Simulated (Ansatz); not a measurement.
# Several settings converged on a (100) slab of CrO2 (cut from a parent of space group no. 136; 12 atoms in the cell)

```xyz
12
Lattice="4.4421 0.0000 0.0000 0.0000 2.9346 0.0000 0.0000 0.0000 22.4134" Properties=species:S:1:pos:R:3 pbc="T T T"
Cr     0.0000     0.0000    10.0962
Cr     2.2210     1.4673     7.8751
O      1.3460     0.0000     7.0000
O      0.8751     1.4673     9.2211
O      3.5670     1.4673    10.9713
O      3.0961     0.0000     8.7502
Cr     0.0000     0.0000    14.5383
Cr     2.2210     1.4673    12.3172
O      1.3460     0.0000    11.4421
O      0.8751     1.4673    13.6632
O      3.5670     1.4673    15.4134
O      3.0961     0.0000    13.1923
```
Moments meant for the start (each program seeds them in its own way; μB, in the order of the atoms Cr Cr O O O O Cr Cr O O O O): 3.0 3.0 0.0 0.0 0.0 0.0 3.0 3.0 0.0 0.0 0.0 0.0.

Base method: PBEsol, default PAW files made with PBE (plane waves; Ansatz, a quantum-chemistry and plane-wave program).

Base settings: basis.ecutwfc = 420 eV; kpoints.mp_grid.grid = 4 5 1; hamiltonian.xc = pbesol; hamiltonian.pseudopotentials = {kind: paw} (the program's default PAW files); magnetization.spin_polarized = true; scf.occupations.method = fermi_dirac; scf.occupations.width = 0.1 eV.

The count of work is k-points × plane waves × bands × iterations; it is no time. 

**The vacuum**

The mesh stays at the base's, so the ladder's end is converged at best in this setting alone.

Only quantities that move along the ladder and can be compared are tabulated.

These are the values that this program gave, and no reference: magnetic slabs can end in a higher state.

```tsv
vacuum between outermost atoms (Å)	free energy less the last step's (meV/atom)	largest difference of a force vector from the last step's (eV/Å)	count of work / last
3.0	-5.39	0.074	0.45
4.0	-1.15	0.015	0.48
5.0	-0.22	0.003	0.52
6.0	-0.05	0.001	0.37
7.0	-0.04	0.000	0.40
8.0	0.00	0.000	0.43
10.0	0.03	0.000	0.48
12.0	0.00	0.000	0.53
14.0	-0.01	0.000	0.58
17.0	0.06	0.000	0.72
20.0	0.06	0.000	0.74
25.0	0.08	0.000	0.87
30.0	0.00	0.000	1.0
```

Smallest vacuum between outermost atoms (Å) that holds the free energy within 1 meV/atom of the last step, with all finer ones: 5.0; the step before is off by 1.1 meV/atom.

Smallest vacuum between outermost atoms (Å) that holds the forces within 0.01 eV/Å of the last step, with all finer ones: 5.0; the step before is off by 0.015 eV/Å.

**The k-point mesh**

Only quantities that move along the ladder and can be compared are tabulated.

These are the values that this program gave, and no reference: magnetic slabs can end in a higher state.

```tsv
kpoints.mp_grid.grid	free energy less the last step's (meV/atom)	largest difference of a force vector from the last step's (eV/Å)	count of work / last
2 2 1	-12.32	0.578	0.037
2 3 1	8.88	0.191	0.034
3 4 1	1.70	0.106	0.051
3 5 1	-1.18	0.057	0.051
4 5 1	-1.38	0.059	0.077
4 6 1	-0.15	0.017	0.10
5 7 1	0.18	0.011	0.10
6 8 1	0.02	0.003	0.17
8 11 1	-0.01	0.001	0.26
10 15 1	0.01	0.000	0.41
12 18 1	0.01	0.000	0.60
16 25 1	0.00	0.000	1.0
```

Coarsest kpoints.mp_grid.grid that holds the free energy within 0.5 meV/atom of the last step, with all finer ones: 4 6 1, at 0.10 of the last step's count of work; the step before is off by 1.4 meV/atom.

Coarsest kpoints.mp_grid.grid that holds the forces within 0.005 eV/Å of the last step, with all finer ones: 6 8 1, at 0.17 of the last step's count of work; the step before is off by 0.011 eV/Å.

**The plane-wave cutoff**

The mesh stays at the base's, so the ladder's end is converged at best in this setting alone.

Only quantities that move along the ladder and can be compared are tabulated.

These are the values that this program gave, and no reference: magnetic slabs can end in a higher state.

```tsv
basis.ecutwfc	free energy less the last step's (meV/atom)	largest difference of a force vector from the last step's (eV/Å)	count of work / last
210 eV	5148.32	0.721	0.13
250 eV	1753.84	0.715	0.18
295 eV	477.62	0.246	0.23
355 eV	67.03	0.019	0.28
420 eV	5.44	0.002	0.35
505 eV	0.95	0.001	0.46
630 eV	0.35	0.000	0.64
840 eV	0.00	0.000	1.0
```

Coarsest basis.ecutwfc that holds the forces within 0.01 eV/Å of the last step, with all finer ones: 420 eV, at 0.35 of the last step's count of work; the step before is off by 0.019 eV/Å.

Coarsest basis.ecutwfc that holds the free energy within 2 meV/atom of the last step, with all finer ones: 505 eV; the step before is off by 5.4 meV/atom.

On the base run: the starting cell has typed, rounded lattice constants, without a prior relaxation at this level. The slab is cut from that crystal, and its faces are unrelaxed. Its lattice was rescaled by up to half a per cent. The magnetic order is the one reached from the typed start; others were not searched systematically. In the base run, forces exceed 1 eV/Å. Without a gap this mesh is coarse (it stands for a supercell whose shortest in-plane vector is 15 Å).

Left out of this page: 1 run of the series with a known weakness of the program.

Keys are those of Ansatz 0.2.
